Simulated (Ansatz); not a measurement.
Density of states of IrO2 (P4_2/mnm) near the Fermi level, PBEsol, rigid bands (Ansatz, a first-principles code).

```
E − E_F (eV) | states/eV/cell
    -1.92 | ################## 6.48
    -1.82 | ############################## 10.9
    -1.72 | ###################### 8.08
    -1.62 | ################### 6.84
    -1.52 | ############## 5.04
    -1.42 | ############## 5.12
    -1.32 | ############## 5.24
    -1.22 | ########### 3.83
    -1.12 | ######### 3.38
    -1.02 | ######### 3.23
    -0.92 | ###### 2.36
    -0.82 | #### 1.45
    -0.72 | #### 1.29
    -0.62 | #### 1.51
    -0.52 | ##### 1.99
    -0.42 | ####### 2.66
    -0.32 | ######## 3.01
    -0.22 | ######## 2.79
    -0.12 | ######## 2.75
    -0.02 | ######## 2.77
     0.08 | ######## 2.84
     0.18 | ######## 2.96
     0.28 | ######## 2.98
     0.38 | ######### 3.14
     0.48 | ####### 2.56
     0.58 | ##### 2.00
     0.68 | ### 1.16
     0.78 | # 0.51
     0.88 | # 0.40
     0.98 | # 0.36
     1.08 | # 0.33
     1.18 | ### 1.19
     1.28 | #### 1.60
     1.38 | #### 1.47
     1.48 | #### 1.47
     1.58 | #### 1.50
     1.68 | #### 1.54
     1.78 | #### 1.60
     1.88 | ##### 1.68
```

Question: With 6 atoms a cell, what bare Sommerfeld coefficient γ = (π²/3) k_B² N(E_F) follows?

Answer: N(E_F) ≈ 2.8 states/eV a cell at 300 K, so γ ≈ 1.10 mJ/(mol of atoms·K²), before many-body enhancement (phonons, spin fluctuations, correlation).

Question: How far does the Fermi level move in a rigid band for 0.1 electron a cell added or removed?

Answer: 36 meV and -36 meV.

A metal at this level (no band gap); rigid bands, thermally averaged at 300 K, both spins. Spin-orbit coupling is left out, which matters with elements this heavy. Geometry: cell and atoms relaxed with PBEsol.
